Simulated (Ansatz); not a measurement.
# ZnGeP2 under a change: biaxial strain −0.56 %, plane normal [001], relaxed out of plane

The parent structure is ZnGeP2 in the chalcopyrite structure (space group I-42d, No. 122; a = 5.424 Å, c = 10.710 Å). Axes: x, y, z lie along a, b, c of the conventional cell.

Perturbation: compressive biaxial strain of 0.56 % in the plane normal to [001], as in epitaxy on a mismatched substrate; the out-of-plane cell vector and the atoms relax.

All numbers come from Ansatz (a quantum-chemistry and plane-wave program), PBEsol, PAW, cutoff 420 eV, spin-orbit coupling left out, earlier PAW set. Settings: 9×9×9 k-points, 0.05 eV Fermi–Dirac smearing.

The volume per atom drops by 0.12 Å³ to 19.57 Å³ and the space group stays I-42d (No. 122). The energy goes up by 0.5 meV/atom and the pressure (mean of the normal stresses, compression positive) goes from zero to 0.51 GPa. The band gap rises by 0.01 eV to 1.08 eV and the gap character is still indirect, Γ → M–S (33 % along). The smallest direct gap grows by 0.074 eV, from 1.24 eV to 1.32 eV and the valence-band top at Γ (three highest levels, from the VBM) becomes 0.00, -0.01, -0.01 eV (base: 0.00, -0.07, -0.07 eV). The out-of-plane strain comes out as +0.52 % and the mean in-plane stress (compression positive) amounts to +0.8 GPa.

Final structure (turned so that z lies along the plane normal):

```xyz
8
Lattice="5.3938 0.0000 0.0000 0.0000 5.3938 0.0000 2.6969 -2.6969 5.3827" Properties=species:S:1:pos:R:3 pbc="T T T"
Zn     2.6969     0.0000     2.6913
Zn     0.0000     0.0000     0.0000
Ge     5.3938     2.6969     2.6913
Ge     2.6969     2.6969     0.0000
P      4.0520     1.3484     4.0370
P      6.7355    -1.3484     4.0370
P      1.3484     1.3551     1.3457
P      4.0453     4.0387     1.3457
```

Stability against distortions was not tested.
